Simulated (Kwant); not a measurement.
Model system: GaAs/Al0.3Ga0.7As stack with 2 barriers. One parabolic valley. Leads of mass 0.067 mₑ with the band edge at 0; grid 0.1 nm; bias swept from 0.0096 to 0.36 V, dropping linearly over the stack. Emitter Fermi level 0.044 eV, 300 K, equal in the collector.

```tsv
layer	thickness (nm)	band offset (eV)	mass (mₑ)
1	3.3	0.24	0.092
2	6.2	0	0.067
3	3.3	0.24	0.092
```

Constants are typed, rounded textbook-type inputs, not results; the design itself was drawn at random and stands for no fabricated device.

Kwant, one-band effective-mass tight-binding model in one dimension, coherent, no space charge, current by the Tsu-Esaki formula.

Sweep values stay those of the base run.

Base results: J (A/cm²) at bias = 0.2633 V 80600; J (A/cm²) at bias = 0.3600 V 177000; J (A/cm²) at bias = 0.1788 V 27100; first peak current (A/cm²) 56500.

Task: What follows from this one change: mass in the first barrier 0.092 → 0.055 mₑ?

Result: J at bias = 0.2633 V 80600 → 135000 A/cm²; J at bias = 0.3600 V 177000 → 338000 A/cm²; J at bias = 0.1788 V 27100 → 43000 A/cm²; first peak current 56500 → 108000 A/cm².

Task: What follows from this one change: Fermi level in the emitter 0.044 → 0.033 eV?

Result: J at bias = 0.2633 V 80600 → 55100 A/cm²; J at bias = 0.3600 V 177000 → 129000 A/cm²; J at bias = 0.1788 V 27100 → 18200 A/cm²; first peak current 56500 → 44000 A/cm².

Task: What follows from this one change: width of the first well 6.2 → 3.7 nm?

Result: J at bias = 0.2633 V 80600 → 21200 A/cm²; J at bias = 0.3600 V 177000 → 40700 A/cm²; J at bias = 0.1788 V 27100 → 127000 A/cm²; first peak current 56500 → 147000 A/cm².
